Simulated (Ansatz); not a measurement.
The starting structures come from a database of crystals and need not be the phases stable at ambient conditions.

The decay constant κ of evanescent states in the gap governs leakage through a thin film.

Data:

```
BP
1.0
    3.18832     0.00000     0.00000
   -1.59416     2.76117     0.00000
    0.00000     0.00000     5.29007
B P
2 2
Cartesian
  1.59416   0.92039   2.64720
  0.00000   1.84078   0.00217
  1.59416   0.92039   4.62664
  0.00000   1.84078   1.98161
```

The cell is taken as given; by LDA it stands under a pressure of -4.7 GPa.

Transport runs along the normal of the first two printed cell vectors, the (001) plane of the conventional cell.

The gap is the functional's own. No spin-orbit coupling. Mid-gap values are those at the computed energy nearest the middle.

Question: Estimate the band gap and the smallest decay constant κ at mid-gap that LDA (Ansatz, a quantum-chemistry and plane-wave program) returns for this system.

Answer: Gap 0.91 eV on a 12×12×6 mesh; κ = 0.157 1/Å, at the zone centre.
